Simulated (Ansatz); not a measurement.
## Pressure series in WP

The reference is WP (space group Pnma, No. 62; a = 5.689 Å, b = 3.225 Å, c = 6.224 Å).

Cell and atoms are relaxed at each pressure.

Level of theory: Ansatz (a quantum-chemistry and plane-wave program) PBEsol, no spin-orbit coupling.

Notes on the quantities. enthalpy: H = E + PV relative to the base's energy.

```json
[
 {"case": "base", "shortest interatomic distance": "245.6 pm", "enthalpy": "–", "density": "12.50 g/cm³"},
 {"case": "pressure 0.3 GPa", "shortest interatomic distance": "245.6 pm", "enthalpy": "+0.03 eV/atom", "density": "12.51 g/cm³"},
 {"case": "pressure 0.7 GPa", "shortest interatomic distance": "245.5 pm", "enthalpy": "+0.06 eV/atom", "density": "12.53 g/cm³"},
 {"case": "pressure 1.5 GPa", "shortest interatomic distance": "245.3 pm", "enthalpy": "+0.13 eV/atom", "density": "12.57 g/cm³"}
]
```

Load acts through the strain it causes; cell and atoms are relaxed under it. No phonon test of stability was made. The final runs are not spin-polarised.
